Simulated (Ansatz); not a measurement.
Results of r²SCAN in Ansatz (PAW) for GaAlAs2 (model structure, P-4m2, No. 115, 4 atoms in the cell).

Settings: plane-wave cutoff 560 eV, 8×8×6 k mesh (along the axes of the cell as run), Fermi–Dirac smearing 0.01 eV, scalar-relativistic PAW data made under PBE.

Cell (relaxed with PBEsol):

```cif
data_AlAs2Ga
_chemical_formula_sum 'Ga1 As2 Al1'
_space_group_name_H-M_alt 'P-4m2'
_space_group_IT_number 115
_space_group_name_Hall 'P -4 -2'
_cell_length_a 4.00986
_cell_length_b 4.00986
_cell_length_c 5.66229
_cell_angle_alpha 90.000
_cell_angle_beta 90.000
_cell_angle_gamma 90.000
loop_
_atom_site_label
_atom_site_type_symbol
_atom_site_symmetry_multiplicity
_atom_site_Wyckoff_symbol
_atom_site_fract_x
_atom_site_fract_y
_atom_site_fract_z
_atom_site_occupancy
Ga1 Ga 1 a 0.00000 0.00000 0.00000 1
As1 As 2 g 0.50000 0.00000 0.25016 1
Al1 Al 1 c 0.50000 0.50000 0.50000 1
```

Give the computed band gap and smallest direct gap on the k points sampled.


- band gap = 1.48 eV (indirect)
- smallest direct gap on the k points sampled = 1.56 eV

Note: the relaxation could raise the start's symmetry but not lower it, so the cell can be a saddle point; cell and atoms aren't relaxed at this level (largest force component 0.04 eV/Å, pressure 0.2 GPa).

Spin–orbit coupling is not included.

It cost about 70 core-seconds (a rough figure) of CPU time.

A model structure was made by putting elements into a prototype or built by hand; it is no filed structure, need not be a known phase, and can be a saddle point held by its symmetry.

Ansatz is a program for electronic structure.
